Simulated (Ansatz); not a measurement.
Consider HfN in the rock salt structure (space group Fm-3m, No. 225; relaxed with 0.1 eV smearing).

```
HfN
1.0
    0.00000     2.25092     2.25092
    2.25092     0.00000     2.25092
    2.25092     2.25092     0.00000
Hf N
1 1
Direct
  0.00000   0.00000   0.00000
  0.50000   0.50000   0.50000
```

Cartesian axes are those of the cell as printed.

All numbers come from PBEsol (Ansatz, a program for electronic structure; PAW; 420 eV plane waves; without spin-orbit coupling).

For the base:

The pressure is 0.0 GPa.

One thing is altered: uniaxial strain ε_zz = −1.00 %, all other strain components held at zero, atoms relaxed at fixed cell.

**Question.** What does the calculation give for the pressure after the change?

**Answer.** The pressure (mean of the normal stresses, compression positive) goes from zero to 3.0 GPa.

Whether these cells are dynamically stable was not tested. All final runs are without spin polarisation. An odd electron count without spin: HfN.
